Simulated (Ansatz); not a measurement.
Consider PbSe in the rock salt structure (space group Fm-3m, No. 225; a = 6.102 Å). Axes: x, y, z lie along the cube axes.

Computed with PBEsol (Ansatz, a program for electronic structure, PAW, spin-orbit coupling left out).

Strains are applied to the cell and any free atomic positions relax; under biaxial strain the out-of-plane vector relaxes too.

One change was made to it. Results:

```json
[
 {"quantity": "pressure (mean of the normal stresses, compression positive)", "base": "0.00 GPa", "after": "1.62 GPa"},
 {"quantity": "energy relative to the base (free energy F)", "base": "0 meV/atom", "after": "+6.2 meV/atom"},
 {"quantity": "valley order (the lowest conduction-band minima on the path, energy above the VBM, named in the base's zone)", "base": "L along ⟨111⟩ 0.17 eV; a point along ⟨110⟩, about 0.6 Å⁻¹ from Γ 1.03 eV", "after": "L along [1-1-1] 0.06 eV; a point along [1-10], about 0.6 Å⁻¹ from Γ 0.96 eV"}
]
```

**Question.** Which change produced these results?
A) biaxial strain +2.50 %, plane normal [001], relaxed out of plane
B) biaxial strain −2.00 %, plane normal [001], relaxed out of plane
C) biaxial strain +1.00 %, plane normal [001], relaxed out of plane
D) biaxial strain −1.00 %, plane normal [001], relaxed out of plane
E) biaxial strain −1.50 %, plane normal [001], relaxed out of plane

**Answer.** E, biaxial strain −1.50 %, plane normal [001], relaxed out of plane. For comparison, the valley order in the other runs: biaxial strain +1.00 %, plane normal [001], relaxed out of plane gives L along [1-1-1] 0.22 eV; a point along [1-10], about 0.6 Å⁻¹ from Γ 1.07 eV; biaxial strain +2.50 %, plane normal [001], relaxed out of plane gives L along [1-1-1] 0.29 eV; a point along [1-10], about 0.6 Å⁻¹ from Γ 1.13 eV; biaxial strain −2.00 %, plane normal [001], relaxed out of plane gives L along [1-1-1] 0.02 eV; a point along [1-10], about 0.6 Å⁻¹ from Γ 0.93 eV; biaxial strain −1.00 %, plane normal [001], relaxed out of plane gives L along [1-1-1] 0.10 eV; a point along [1-10], about 0.6 Å⁻¹ from Γ 0.98 eV.

With Pb present, leaving out spin-orbit coupling can change the band edges. The levels and masses belong to the bands next to the band gap. Whether these cells are dynamically stable was not tested. All final runs are without spin polarisation.
